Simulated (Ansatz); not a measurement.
This Ansatz (a program for electronic structure) input is the reference run, PbSe in the rock salt structure (space group Fm-3m, No. 225), computed with LDA (Ansatz; PAW; 420 eV plane waves; spin-orbit coupling left out):

Ansatz 0.2 input:
```yaml
crystal:
  lattice:
    - [0, 3.0204161408, 3.0204161408]
    - [3.0204161408, 0, 3.0204161408]
    - [3.0204161408, 3.0204161408, 0]
  atoms:
    - { symbol: Pb, position: [0, 0, 0] }
    - { symbol: Se, position: [0.5, 0.5, 0.5] }
basis: { ecutwfc: 420, ecutrho_ratio: 4, xc_grid: 2, fft_grid_basis: typed }
kpoints: { mp_grid: { grid: [10, 10, 10] } }
hamiltonian:
  xc: lda
  dispersion: none
  pseudopotentials: { kind: paw }
scf: { occupations: { method: fermi_dirac, width: 0.05 }, convergence: { dr2_threshold: 0.0000000002 } }
output: { forces: true, stress: true }
checkpoint: { write: state.ck, write_every: 1000 }
```

Write the input for this change: an isotropic linear strain of −0.50 %, atoms relaxed at fixed cell.


Ansatz 0.2 input:
```yaml
crystal:
  lattice:
    - [0, 3.0053140601, 3.0053140601]
    - [3.0053140601, 0, 3.0053140601]
    - [3.0053140601, 3.0053140601, 0]
  atoms:
    - { symbol: Pb, position: [0, 0, 0] }
    - { symbol: Se, position: [0.5, 0.5, 0.5] }
basis: { ecutwfc: 420, ecutrho_ratio: 4, xc_grid: 2, fft_grid_basis: typed }
kpoints: { mp_grid: { grid: [10, 10, 10] } }
hamiltonian:
  xc: lda
  dispersion: none
  pseudopotentials: { kind: paw }
scf: { occupations: { method: fermi_dirac, width: 0.05 }, convergence: { dr2_threshold: 0.0000000002 } }
relax: { f_tol: 0.005, max_steps: 50 }
output: { forces: true, stress: true }
checkpoint: { write: state.ck, write_every: 1000 }
```
This is the input that was run.

No phonon test of stability was made. The final runs are not spin-polarised.
